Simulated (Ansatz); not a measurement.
The parent structure is Zr in the hcp (Mg type) structure (space group P6_3/mmc, No. 194; a = 3.144 Å, c = 5.093 Å; relaxed with 0.1 eV smearing). Axes: x lies along a and z along c of the hexagonal cell.

Method: LDA (Ansatz, a program for electronic structure; PAW; 420 eV plane waves; scalar-relativistic without spin-orbit coupling).

Strains are applied to the cell and any free atomic positions relax.

One change was made to it. Results:

```csv
quantity,base,after
"pressure (mean of the normal stresses, compression positive)",0.0 GPa,1.0 GPa
largest internal atomic displacement,–,0.024 Å
energy relative to the base (free energy F),0 meV/atom,+0.9 meV/atom
```

### Question
Which change produced these results?
(A) uniaxial strain ε_xx = −3.00 %
(B) uniaxial strain ε_xx = −1.00 %
(C) uniaxial strain ε_xx = +3.00 %

### Answer
B, uniaxial strain ε_xx = −1.00 %. For comparison, the energy relative to the base in the other runs: uniaxial strain ε_xx = +3.00 % gives +7.8 meV/atom; uniaxial strain ε_xx = −3.00 % gives +7.3 meV/atom.

Stability against distortions was not tested. The final runs are not spin-polarised.
